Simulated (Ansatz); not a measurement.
The parent structure is Nb in the bcc (W type) structure (space group Im-3m, No. 229; a = 3.303 Å). Axes: x, y, z lie along the cube axes.

Computed with Kohn–Sham DFT with the r2SCAN functional, run in Ansatz (a first-principles code) with PAW and 500 eV plane waves, without spin-orbit coupling.

Strains are applied to the cell and any free atomic positions relax; under biaxial strain the out-of-plane vector relaxes too.

One change was made to it. Results:

The pressure (mean of the normal stresses, compression positive) goes from zero to -0.7 GPa; the shortest interatomic distance grows by 0.004 Å, from 2.860 Å to 2.864 Å; the energy hardly moves.

Question: Name the change that was made.
A. uniaxial strain ε_xx = +0.42 %
B. biaxial strain +0.96 %, plane normal [110], relaxed out of plane
C. isotropic strain +1.20 %

Answer: A, uniaxial strain ε_xx = +0.42 %. For comparison, the shortest interatomic distance in the other runs: biaxial strain +0.96 %, plane normal [110], relaxed out of plane gives 2.841 Å; isotropic strain +1.20 % gives 2.895 Å.

Without a gap, meshes like the base's 20×20×20 leave anisotropic stresses uncertain by several tenths of a GPa, and small strain energies with them. Whether these cells are dynamically stable was not tested. All final runs are without spin polarisation.
